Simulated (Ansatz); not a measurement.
Structure of amorphous Hf18O37Zn (periodic cell):

```yaml
crystal:
  lattice:
    - [8.60187, -0.23068, -0.32947]
    - [-0.23068, 8.98963, -0.09727]
    - [-0.32947, -0.09727, 9.44908]
  atoms:
    - { symbol: Hf, position: [0.10635, 0.79676, 0.76119] }
    - { symbol: Hf, position: [0.76346, 0.54496, 0.92840] }
    - { symbol: Hf, position: [0.98066, 0.94797, 0.44559] }
    - { symbol: Hf, position: [0.34725, 0.06495, 0.65507] }
    - { symbol: Hf, position: [0.60135, 0.80706, 0.43443] }
    - { symbol: Hf, position: [0.48031, 0.77526, 0.80888] }
    - { symbol: Hf, position: [0.35804, 0.51701, 0.13814] }
    - { symbol: Hf, position: [0.82220, 0.25401, 0.20894] }
    - { symbol: Hf, position: [0.41345, 0.13515, 0.31213] }
    - { symbol: Hf, position: [0.03971, 0.26329, 0.88124] }
    - { symbol: Hf, position: [0.54007, 0.43406, 0.45449] }
    - { symbol: Hf, position: [0.72164, 0.15820, 0.66632] }
    - { symbol: Hf, position: [0.34799, 0.43373, 0.80357] }
    - { symbol: Hf, position: [0.95029, 0.65748, 0.23588] }
    - { symbol: Hf, position: [0.13973, 0.32929, 0.45651] }
    - { symbol: Hf, position: [0.89293, 0.53551, 0.59702] }
    - { symbol: Hf, position: [0.25854, 0.86083, 0.12015] }
    - { symbol: Hf, position: [0.85379, 0.95901, 0.99093] }
    - { symbol: O, position: [0.95000, 0.17533, 0.37589] }
    - { symbol: O, position: [0.60378, 0.28722, 0.29023] }
    - { symbol: O, position: [0.43557, 0.90658, 0.30364] }
    - { symbol: O, position: [0.90065, 0.07499, 0.80500] }
    - { symbol: O, position: [0.48798, 0.39586, 0.00176] }
    - { symbol: O, position: [0.35803, 0.40558, 0.57899] }
    - { symbol: O, position: [0.97776, 0.48080, 0.38541] }
    - { symbol: O, position: [0.40672, 0.71668, 0.03129] }
    - { symbol: O, position: [0.76615, 0.97960, 0.53198] }
    - { symbol: O, position: [0.83804, 0.46060, 0.12521] }
    - { symbol: O, position: [0.07485, 0.87306, 0.96595] }
    - { symbol: O, position: [0.68024, 0.87723, 0.86206] }
    - { symbol: O, position: [0.30916, 0.35793, 0.30196] }
    - { symbol: O, position: [0.46750, 0.85829, 0.60641] }
    - { symbol: O, position: [0.83083, 0.73024, 0.05874] }
    - { symbol: O, position: [0.11741, 0.97496, 0.63131] }
    - { symbol: O, position: [0.91796, 0.63823, 0.79556] }
    - { symbol: O, position: [0.54344, 0.15889, 0.78901] }
    - { symbol: O, position: [0.05489, 0.37604, 0.64777] }
    - { symbol: O, position: [0.98181, 0.17688, 0.06792] }
    - { symbol: O, position: [0.82862, 0.35461, 0.83627] }
    - { symbol: O, position: [0.50285, 0.60294, 0.31189] }
    - { symbol: O, position: [0.80717, 0.79533, 0.33662] }
    - { symbol: O, position: [0.17312, 0.63834, 0.18277] }
    - { symbol: O, position: [0.18893, 0.43491, 0.96195] }
    - { symbol: O, position: [0.67245, 0.61849, 0.54058] }
    - { symbol: O, position: [0.26332, 0.63862, 0.75576] }
    - { symbol: O, position: [0.23161, 0.11967, 0.44687] }
    - { symbol: O, position: [0.33832, 0.08132, 0.10619] }
    - { symbol: O, position: [0.69843, 0.08520, 0.10114] }
    - { symbol: O, position: [0.00513, 0.73151, 0.55213] }
    - { symbol: O, position: [0.24914, 0.21702, 0.78925] }
    - { symbol: O, position: [0.73643, 0.34984, 0.55829] }
    - { symbol: O, position: [0.07663, 0.88059, 0.26241] }
    - { symbol: O, position: [0.31957, 0.92521, 0.83122] }
    - { symbol: O, position: [0.51842, 0.14553, 0.51873] }
    - { symbol: O, position: [0.56367, 0.56313, 0.80419] }
    - { symbol: Zn, position: [0.50315, 0.16698, 0.99050] }
```

Methods: PBE, scalar-relativistic without spin-orbit coupling (Ansatz, a first-principles code); r2SCAN, scalar-relativistic without spin-orbit coupling (Ansatz); HSE06, scalar-relativistic without spin-orbit coupling (Ansatz). Neutral PBE cell, which sets geometry, pressure and energy: sampling: a 2×2×2 Γ-centred mesh; Fermi-Dirac width 0.02 eV; no spin polarisation. Exact exchange is cut at the faces of this 9 Å cell, which leaves hybrid gaps a finite-size error.

A CHGNet melt-quench gave the starting glass, which DFT then relaxed. O atoms were pushed apart under 1.9 Å during the dynamics, to hinder bonds among them. The hot cell started wider than the set density and was brought back towards it in steps. It is the lowest in DFT energy of 2 quenches. It is a model cell: composition and starting density were chosen by hand, and all elements were melted together. No dispersion term was used. Its density started from a set value of 8.88 and ended at 8.81 g/cm³. The quench (nominally 300 K/ps over its main leg) was far faster than any real one, so the model tends to hold more defects than a real film. A cell of this size samples the disorder only roughly. Volume and shape were free in the relaxation.

Task: Give the pressure, the energy against reference phases and the spacing of the highest filled and lowest empty levels.

Result: 
```yaml
Pressure on a 2×2×2 Γ-centred mesh: 0.04 GPa
Largest force and stress component on that mesh (the relaxation ran on the zone centre alone): 0.08 eV/Å and 0.1 GPa
Energy relative to HfO2 (P2_1/c) + wurtzite ZnO (lowest mix at this level among the phases computed, not always the ambient ones): 167 meV/atom
Gap on a 2×2×2 Γ-centred mesh (PBE): 4.05 eV
Gap at the zone centre (PBE): 4.07 eV
Gap at the zone centre (r2SCAN): 4.58 eV
Gap at the zone centre (HSE06): 5.67 eV
Distance between the nearest levels spread over more than a fifth of the atoms or a third of the atoms of their main element (six at least) (PBE, zone centre): 4.07 eV
```

Task: At PBE and the zone centre, how localised are the states just below and above the Fermi level (participation number: the atoms over which a state spreads)?

Result: The highest filled state is spread over 11.8 atoms' worth, largest on O29, with weights by element (charge in smoothed Voronoi cells) O 0.95, Hf 0.04, Zn 0.00. The lowest empty state is spread over 35.4 atoms' worth, largest on Hf15, with weights by element (charge in smoothed Voronoi cells) O 0.51, Hf 0.44, Zn 0.05.

Cut-offs for bonds: Hf-Hf 3.34 Å, Hf-O 2.56 Å, Hf-Zn 3.01 Å, O-O 1.58 Å, O-Zn 2.26 Å, Zn-Zn 2.68 Å. Two cations that share two anions don't count as bonded, nor two that share one unless they lie closer than Hf-Hf 3.25 Å, Hf-Zn 2.93 Å, Zn-Zn 2.61 Å.

Added carriers, by PBE, scalar-relativistic without spin-orbit coupling run with Ansatz on the zone centre alone. Charged cells keep the cell fixed and stand in a uniform background, with no image correction, at a width of 0.01 eV; where the count is odd the moment is locked at 1 μB, unless the neutral cell bore moments. Each starts from the undistorted neutral geometry alone. PBE's self-interaction favours spread-out carriers, so it can miss traps that a hybrid finds.

Task: What happens at PBE when the cell takes an extra electron and the atoms relax?

Result: Relaxation lowers the charged cell by 0.11 eV. The largest moves are O46 0.11 Å, O37 0.09 Å, Hf15 0.09 Å, Hf16 0.08 Å. The level that holds the added charge spreads over 18.8 atoms' worth, most on Hf15 (weight 0.17): a partly localised carrier. No bond crosses its cut-off with a change of over 0.15 Å (metal-metal contacts aside). Made neutral again at that geometry, the cell lies +0.21 eV from the neutral start.

Task: What happens at PBE when the cell takes a hole and the atoms relax?

Result: Relaxation lowers the charged cell by 0.20 eV. The largest moves are O33 0.35 Å, O30 0.20 Å, O28 0.17 Å, O49 0.16 Å. The level that was emptied spreads over 4.0 atoms' worth, most on O29 (weight 0.39): a localised (trapped) carrier, which neighbours of that atom can share. No bond crosses its cut-off with a change of over 0.15 Å (metal-metal contacts aside). Made neutral again at that geometry, the cell lies +0.84 eV from the neutral start.
